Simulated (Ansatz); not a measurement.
The reference is Be3N2 (space group R3m, No. 160; a cell from a computed database, its experimental status unchecked).

```yaml
crystal:
  lattice:
    - [1.41753, 0.81841, 4.85241]
    - [-1.41753, 0.81841, 4.85241]
    - [0.00000, -1.63683, 4.85241]
  atoms:
    - { symbol: Be, position: [0.14108, 0.14108, 0.14108] }
    - { symbol: Be, position: [0.68236, 0.68236, 0.68236] }
    - { symbol: Be, position: [0.91111, 0.91111, 0.91111] }
    - { symbol: N, position: [0.79582, 0.79582, 0.79582] }
    - { symbol: N, position: [0.29154, 0.29154, 0.29154] }
```

Cartesian axes are those of the cell as printed.

Levels (all Ansatz, a program for electronic structure, PAW): PBEsol (420 eV, scalar-relativistic without spin-orbit coupling); r2SCAN (500 eV, no SOC).

Its gap is 2.66 eV with PBEsol and 3.43 eV with r2SCAN.

It is then changed as follows: biaxial strain +4.96 %, plane normal [001], relaxed out of plane (Cartesian); in-plane vectors clamped, the third vector and the atoms free.

With PBEsol the gap becomes 2.73 eV.

Q: If the r2SCAN correction stayed the same, what would the r2SCAN gap be, and what does the r2SCAN run give?

A: A rigid correction of +0.77 eV gives 3.50 eV. The r2SCAN run gives 3.47 eV, so the two effects roughly add.

Single points use the geometry relaxed with PBEsol. Whether these cells are dynamically stable was not tested.
